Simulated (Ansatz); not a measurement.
## WS2, thickness series

Start from WS2 in the 2H-MoS2 type structure (space group P6_3/mmc, No. 194; a = 3.1148 Å, c = 11.7731 Å; layered, stacked along the Cartesian z axis).

Free-standing slabs (3 atom(s) a layer) normal to the stacking axis with 15 Å of vacuum; in-plane cell relaxed.

Levels (all Ansatz, a quantum-chemistry and plane-wave program, PAW): PBEsol-D3(BJ) (420 eV, spin-orbit coupling left out); r2SCAN (500 eV, without spin-orbit coupling); HSE06 (420 eV, scalar-relativistic without spin-orbit coupling).

Band gaps by level, all at the geometries relaxed with PBEsol-D3(BJ):

```csv
case,PBEsol-D3(BJ),r2SCAN,HSE06
base,0.65 eV,0.81 eV,1.19 eV
1 layer,1.99 eV,[?],2.56 eV
2 layers,1.19 eV,[?],1.78 eV
3 layers,0.93 eV,[?],1.50 eV
```

**Question.** Complete the table.

**Answer.** 
- 1 layer, r2SCAN: 2.17 eV
- 2 layers, r2SCAN: 1.35 eV
- 3 layers, r2SCAN: 1.09 eV

Single points use the geometry relaxed with PBEsol-D3(BJ). HSE06 was sampled on its mesh, a few special points and the semilocal edge points, so its gap is an upper bound. Spin-orbit coupling, missing from the scalar runs, can matter with W. Whether these cells are dynamically stable was not tested.
